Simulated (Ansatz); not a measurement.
The starting structures come from a database of crystals and need not be the phases stable at ambient conditions.

Here is the system:

```
CELL_PARAMETERS angstrom
      7.30209     0.00000     0.00000
      3.65105     6.46840     0.00000
      3.65104     2.06081     5.97858
ATOMIC_POSITIONS crystal
  Cs 0.87723 0.36831 0.87723
  Cs 0.12277 0.63169 0.12277
  Te 0.50000 0.00000 0.50000
  Te 0.00000 0.00000 0.50000
  Te 0.50000 0.00000 0.00000
  Te 0.50000 0.50000 0.50000
  O  0.18477 0.05589 0.57456
  O  0.81522 0.94411 0.42544
  O  0.18477 0.05589 0.18477
  O  0.81522 0.94411 0.81522
  O  0.57456 0.05589 0.18477
  O  0.42544 0.94411 0.81522
  O  0.42923 0.30426 0.83728
  O  0.57077 0.69574 0.16272
  O  0.42923 0.30426 0.42923
  O  0.57077 0.69574 0.57077
  O  0.83728 0.30426 0.42923
  O  0.16272 0.69574 0.57077
```

Space group of this cell: R-3m. The cell is taken as given; by r2SCAN its mean pressure is 0.8 GPa.

Transport runs along the normal of the first two printed cell vectors, the (101) plane of the conventional cell.

No gap correction and no spin-orbit coupling; mid-gap values are interpolated between computed energies.

Give the band gap and the smallest decay constant κ at mid-gap that r2SCAN (Ansatz, a first-principles code) yields.

Gap 0.95 eV on a 6×6×6 mesh; κ = 0.165 1/Å, at the zone centre.
